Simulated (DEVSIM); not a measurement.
Device: Schottky contact on n-type Ge, at 300 K.

Layer 1 from the left is Ge, thickness (μm) 0.340, Nd (cm⁻³) 1.5e15, τn (s) 0.00052, τp (s) 0.00052. Layer 2 from the left is Ge, thickness (μm) 8.80, Nd (cm⁻³) 9.1e17, τn (s) 0.00052, τp (s) 0.00052.

Left contact: Schottky, work function 4.46 eV, emission velocity 4.3e6 cm/s. Right contact: ohmic. Voltage is applied to the left contact. Recombination: SRH at mid-gap. Mobility is constant in doping.

This is a model device: material constants are rounded textbook-type values typed into the input, and sizes, dopings and lifetimes were drawn at random. Values at 300 K.

Ge: gap (eV) 0.664, affinity (eV) 4, permittivity 16, Nc (cm⁻³) 1.04e19, Nv (cm⁻³) 6e18, μn (cm²/Vs) 3900, μp (cm²/Vs) 1900.

DEVSIM, 1D drift-diffusion, Boltzmann statistics, complete ionisation; no tunnelling, impact ionisation, image-force lowering or self-heating. Metal contacts follow the ideal Schottky-Mott rule: no Fermi-level pinning, no interface dipoles.

What does the simulation give for the potential step across the device at zero bias, the dark forward voltage at 1 A/cm², the dark forward voltage at 100 A/cm²?

potential step across the device at zero bias 0.397 V; dark forward voltage at 1 A/cm² 0.058 V; dark forward voltage at 100 A/cm² 0.178 V.
